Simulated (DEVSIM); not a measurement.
Device: abrupt In0.53Ga0.47As n-p junction, at 300 K.

```csv
layer (left to right),material,thickness (μm),Nd (cm⁻³),Na (cm⁻³),τn (s),τp (s)
1,In0.53Ga0.47As,1.00,3.1e16,-,9.4e-10,9.4e-10
2,In0.53Ga0.47As,5.70,-,2.1e16,9.4e-10,9.4e-10
```

Left contact: ohmic. Right contact: ohmic. Voltage is applied to the left contact. Recombination: SRH at mid-gap, radiative. Mobility is constant in doping.

The device is made up for the run: typed textbook-type constants, with dimensions and the other settings drawn at random. Values at 300 K.

```
parameter      In0.53Ga0.47As
-------------  --------------
gap (eV)                 0.74
affinity (eV)            4.51
permittivity             13.9
Nc (cm⁻³)              2.1e17
Nv (cm⁻³)              7.7e18
μn (cm²/Vs)             12000
μp (cm²/Vs)               300
B (cm³/s)             9.6e-11
```

Simulated with DEVSIM: 1D drift-diffusion, Boltzmann statistics, complete ionisation; no tunnelling, impact ionisation, image-force lowering or self-heating.

Question: Give the dark forward current.

Answer: 
```json
[
 {"V (V)": "-0.05", "J (A/cm²)": "-0.00032"},
 {"V (V)": "-0.10", "J (A/cm²)": "-0.0013"},
 {"V (V)": "-0.15", "J (A/cm²)": "-0.0046"},
 {"V (V)": "-0.20", "J (A/cm²)": "-0.019"},
 {"V (V)": "-0.25", "J (A/cm²)": "-0.089"},
 {"V (V)": "-0.30", "J (A/cm²)": "-0.50"},
 {"V (V)": "-0.35", "J (A/cm²)": "-3.1"},
 {"V (V)": "-0.40", "J (A/cm²)": "-18"},
 {"V (V)": "-0.45", "J (A/cm²)": "-88"},
 {"V (V)": "-0.50", "J (A/cm²)": "-290"},
 {"V (V)": "-0.55", "J (A/cm²)": "-700"},
 {"V (V)": "-0.60", "J (A/cm²)": "-1400"},
 {"V (V)": "-0.65", "J (A/cm²)": "-2400"}
]
```
